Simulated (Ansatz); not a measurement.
System: SiC (model structure, started from the NiAs type, P6₃/mmc, No. 194, 4 atoms in the cell). Method: r²SCAN in Ansatz (PAW).

Settings: plane-wave cutoff 560 eV, 18×18×12 k mesh (along the axes of the cell as run), Fermi–Dirac smearing 0.05 eV, scalar-relativistic PAW data made under PBE.

Cell (relaxed at this level):

```xyz
4
Lattice="2.8557 0.0000 0.0000 -1.4278 2.4731 0.0000 0.0000 0.0000 4.7005" Properties=species:S:1:pos:R:3 pbc="T T T"
Si     0.0000     0.0000     0.0000
Si     0.0000     0.0000     2.3502
C      0.0000     1.6487     1.1751
C      1.4278     0.8244     3.5254
```

### Question
What does this level give for the bulk modulus?

### Answer

- bulk modulus: 267 GPa

The run finds no gap.

Note: the bulk modulus is −V dP/dV from two relaxed cells at ±2 % in volume; the relaxation could raise the start's symmetry but not lower it, so the cell can be a saddle point.

Static lattice: no zero-point or thermal effects.

A model structure was made by putting elements into a prototype or built by hand; it is no filed structure, need not be a known phase, and can be a saddle point held by its symmetry.

Ansatz is an electronic-structure program.
